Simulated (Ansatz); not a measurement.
Phonon-limited resistivity of CoTe (P6_3/mmc) against temperature in μΩ·cm, PBEsol, DFPT electron-phonon coupling, linearised Boltzmann equation run with Ansatz (a first-principles code), harmonic crystal at a fixed cell. x, y and z are the axes of this cell:
```
CoTe
1.0
    3.85111     0.00000     0.00000
   -1.92555     3.33516     0.00000
    0.00000     0.00000     5.20093
Co Te
2 2
Cartesian
  0.00000   0.00000   2.60047
  0.00000   0.00000   0.00000
  1.92555   1.11172   3.90070
  0.00000   2.22344   1.30023
```

```tsv
T	ρ (x, y)	ρ (z)
50 K	0.85	0.98
77 K	2.5	[?]
100 K	[?]	4.7
150 K	7.5	8.7
200 K	10.8	12.4
250 K	14.0	16.0
273 K	15.5	17.7
300 K	17.2	19.6
350 K	20	23
400 K	24	27
500 K	30	34
```

Q: Complete the blanks.

A: 
- 77 K, ρ (z): 2.9
- 100 K, ρ (x, y): 4.1

A metal at this level (no band gap). Only scattering by harmonic phonons is included (no impurities, grain boundaries, electron-electron scattering or thermal expansion). Spin-orbit coupling is left out. Halving the electron mesh (24x24x16) moves the resistivity by up to 9 %. Smearing 0.20 eV; phonons on a 4x4x3 q mesh, which this run doesn't test and which matters most at low temperature.

Formula and space group known from diffraction (Crystallography Open Database), not checked to be the room-temperature form: CoTe (P6_3/mmc). Treated as nonmagnetic (a ferromagnetic start lost its moment, other orders weren't tried): CoTe (P6_3/mmc).
